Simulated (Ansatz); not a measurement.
Ansatz (an electronic-structure program) run on WSi₂ (I4/mmm, 3 atoms in the cell): zone-centre phonon calculation.

Method of the run: PBE (plane waves, PAW; Ansatz).

```
CELL_PARAMETERS angstrom
     -1.60018     1.60018     3.90326
      1.60018    -1.60018     3.90326
      1.60018     1.60018    -3.90326
ATOMIC_POSITIONS crystal
  Si 0.66500 0.66500 0.00000
  Si 0.33500 0.33500 0.00000
  W  0.00000 0.00000 0.00000
```

Reference input (self-consistent single point, DFT, PBE, plane waves, default PAW files): basis.ecutwfc = 420 eV; kpoints.mp_grid.grid = 14 14 14; hamiltonian.xc = pbe; hamiltonian.pseudopotentials = {kind: paw} (the program's default PAW files); scf.occupations.method = gaussian; scf.occupations.width = 0.1 eV. This run's input differs from it in these lines:

Ansatz 0.2 input:
```diff
@@ -12,3 +12,3 @@
 kpoints:
-  mp_grid: { grid: [14, 14, 14] }
+  mp_grid: { grid: [12, 12, 12] }
 hamiltonian:
@@ -18,6 +18,5 @@
   occupations: { method: gaussian, width: 0.1 }
-output:
-  forces: true
-  eigenvalues: true
-  stress: true
+phonons:
+  method: dfpt
+  qmesh: [1, 1, 1]
```

Output (repeated stretches shortened):

```
SCF iter   1: F=—  HF=-11657.441362 eV  |F-HF|=—  |Δ(HF+E_count)|=         —  Δρ=3.60e-3  dr2=2.37e-3  ethr=1.77e-3  ⟨swp⟩=5.0  Hψ=24309  notcnv=0
all-band conjugate gradients solve this SCF's bands
preconditioner: auto → Kerker (q_TF=auto, 2.470 Å⁻¹)
SCF iter   2: F=—  HF=-11657.441587 eV  |F-HF|=—  |Δ(HF+E_count)|=   2.25e-4  Δρ=2.07e-3  dr2=9.35e-4  ethr=1.08e-5  ⟨swp⟩=1.0  Hψ=6447  notcnv=0
   [... lines left out ...]
SCF iter   5: F=—  HF=-11657.441632 eV  |F-HF|=—  |Δ(HF+E_count)|=   6.54e-7  Δρ=1.50e-5  dr2=1.07e-7  ethr=7.97e-9  ⟨swp⟩=2.5  Hψ=6142  notcnv=0
SCF iter   6: F=—  HF=-11657.441632 eV  |F-HF|=—  |Δ(HF+E_count)|=   1.26e-8  Δρ=3.12e-6  dr2=5.59e-9  ethr=4.88e-10  ⟨swp⟩=2.2  Hψ=5937  notcnv=0
SCF iter   7: F=—  HF=-11657.441632 eV  |F-HF|=—  |Δ(HF+E_count)|=  7.39e-10  Δρ=2.98e-7  dr2=2.37e-11  ethr=2.54e-11  ⟨swp⟩=2.2  Hψ=5489  notcnv=0
SCF iter   8: F=-11657.441632 eV  HF=-11657.441632 eV  |F-HF|=1.82e-12  |Δ(HF+E_count)|=  1.82e-12  Δρ=4.74e-8  dr2=9.25e-13  ethr=1.00e-12  ⟨swp⟩=6.0  Hψ=17598  notcnv=0
SCF 1 converged in 8 iterations: F = -11657.441632 eV  dr2 = 9.25e-13
DFPT response loops at Γ: preconditioner auto → Kerker (q_TF=auto, 2.470 Å⁻¹) (partly filled bands, converged f_vac=0.000) …
   [... lines left out ...]
WARN: on the 21×21×27 q-mesh 3 entries of the irreducible table, 5.039e-4 modes per cell, the lowest at 0.00 cm⁻¹, stand at or below zero and are read as no …
Free energy (F): -11657.441632 eV
Fermi energy:    16.989007 eV
   [... lines left out ...]
  largest difference from the sums on the solved wave vectors: F 5.12e-1 eV, S 7.70e-4 and C_V 2.58e-4 eV/K
  zero-point energy: 0.139690 eV/cell   skipped modes (ω ≤ 0): 6, of them read as no rigid motion or as one in doubt …
```

The run converged in 8 iterations. 

Summary of the result:
- Free energy E − TS (on the zero of these files): -11657.4416 eV
- Fermi level (on the code's own zero): 16.99 eV
- Zone-centre frequencies (cm⁻¹; negative means imaginary): 0, 0, 0, 269, 269, 312, 344, 344, 457

The starting cell has typed, rounded lattice constants, without a prior relaxation at this level. Its lattice was rescaled by up to half a per cent. Spin polarisation is off.

Cost on one core of a shared machine: roughly 2 min.
